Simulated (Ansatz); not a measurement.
Start from ZnSiP2 in the chalcopyrite structure (space group I-42d, No. 122; a = 5.378 Å, c = 10.466 Å).

Computed with r2SCAN/PAW in Ansatz (an electronic-structure program), scalar-relativistic without spin-orbit coupling.

One change was made to it. Results:

The gap character remains direct at Γ; the band gap shrinks by 0.36 eV, from 1.55 eV to 1.19 eV; the valence-band top at Γ (three highest levels, from the VBM) becomes 0.00, -0.14, -0.14 eV (base: 0.00, -0.13, -0.13 eV); the volume per atom falls by 2.50 Å³ (18.92 Å³ → 16.42 Å³).

Q: What was done to the base?
A) pressure 18 GPa
B) pressure 9 GPa
C) pressure 45 GPa
D) pressure −1 GPa
E) pressure 1.8 GPa

A: A, pressure 18 GPa. For comparison, the band gap in the other runs: pressure −1 GPa gives 1.58 eV; pressure 45 GPa gives 0.78 eV; pressure 9 GPa gives 1.36 eV; pressure 1.8 GPa gives 1.51 eV.

Load acts through the strain it causes; cell and atoms are relaxed under it. Stability against distortions was not tested. Competing high-pressure phases were not computed.
